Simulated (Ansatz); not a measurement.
The reference is Ag in the fcc (Cu type) structure (space group Fm-3m, No. 225; a = 4.054 Å; relaxed with 0.1 eV smearing). Axes: x, y, z lie along the cube axes.

The values are results of PBEsol (Ansatz, a quantum-chemistry and plane-wave program, PAW, no SOC), not measurements.

Strains are applied to the cell and any free atomic positions relax; under biaxial strain the out-of-plane vector relaxes too.

One change was made to it. Results:

| quantity | base | after |
|---|---|---|
| pressure (mean of the normal stresses, compression positive) | 0.0 GPa | -0.2 GPa |
| shortest interatomic distance | 286.6 pm | 286.6 pm |

### Question
Which of these changes matches the shifts?
A) biaxial strain +1.56 %, plane normal [110], relaxed out of plane
B) biaxial strain +1.25 %, plane normal [001], relaxed out of plane
C) uniaxial strain ε_zz = +0.14 %

### Answer
C, uniaxial strain ε_zz = +0.14 %. For comparison, the shortest interatomic distance in the other runs: biaxial strain +1.25 %, plane normal [001], relaxed out of plane gives 285.8 pm; biaxial strain +1.56 %, plane normal [110], relaxed out of plane gives 282.5 pm.

A biaxial case was relaxed in a doubled cell and then solved in the primitive one. Whether these cells are dynamically stable was not tested.
